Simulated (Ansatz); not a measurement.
Results of HSE06 in Ansatz (PAW) for PbS (model structure, started from the litharge type, P4/nmm, No. 129, 4 atoms in the cell).

Run with plane-wave cutoff 460 eV, 6×6×6 k mesh, Fermi–Dirac smearing 0.05 eV, scalar-relativistic PAW data made under PBE.

Cell (relaxed with PBE-D3(BJ)):

```
PbS
1.0
    5.07347     0.00000     0.00000
    0.00000     5.07347     0.00000
    0.00000     0.00000     3.94812
Pb S
2 2
Direct
  0.50000   0.00000   0.32994
  0.00000   0.50000   0.67006
  0.00000   0.00000   0.00000
  0.50000   0.50000   0.00000
```

**Question.** Predict the band gap, smallest direct gap on the k points sampled and Γ–Γ gap.

**Answer.** 
band gap: 1.22 eV (on the SCF k mesh)
smallest direct gap on the k points sampled: 1.38 eV
Γ–Γ gap: 3.97 eV

Note: PBE has no gap here, and a hybrid on a coarse mesh can open a false one; the relaxation could raise the start's symmetry but not lower it, so the cell can be a saddle point; cell and atoms aren't relaxed at this level (pressure 0.7 GPa).

Spin–orbit coupling is not included; with these elements it can move the gap by several tenths of an eV or more.

The result took about 6 core-minutes (a rough figure).

A model structure was made by putting elements into a prototype or built by hand; it is no filed structure, need not be a known phase, and can be a saddle point held by its symmetry.

Ansatz is a first-principles code.
